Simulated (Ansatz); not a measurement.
Functionals compared on a constructed model of the (111) surface of fcc Ag, a pseudomorphic layer of Ti in the host's stacking (bottom of the slab: a bare face, its two planes held), in Ansatz (plane waves, PAW). The structure was relaxed with PBE; the other rows are single points on it. Cutoff 420 eV (500 eV for r2SCAN).

Model: 7-atom slab, 14.7 Å thick at the start with caps and adatoms, 15x15x1 mesh, Fermi-Dirac 0.1 eV, dipole correction, 2 atoms held, the rest relaxed; symmetry of the start imposed; no spin, no spin-orbit, no U. In PBE it is, or lies within 0.01 eV a 1x1 cell of, the lowest of the 2 structures of its composition computed so far; subsurface sites and larger cells were not tried. These notes are the PBE run's.

```json
[
 {"functional": "PBE", "work function of the top face (eV)": "4.25", "rough cost of the single point": "–"},
 {"functional": "RPBE", "work function of the top face (eV)": "4.10", "rough cost of the single point": "around 29 core-seconds (rough)"},
 {"functional": "r2SCAN", "work function of the top face (eV)": "___", "rough cost of the single point": "very roughly 60 core-seconds"}
]
```

### Question
Some entries are withheld; supply them.

### Answer

- r2SCAN, work function of the top face (eV): 4.24

Ansatz is a program for electronic structure.
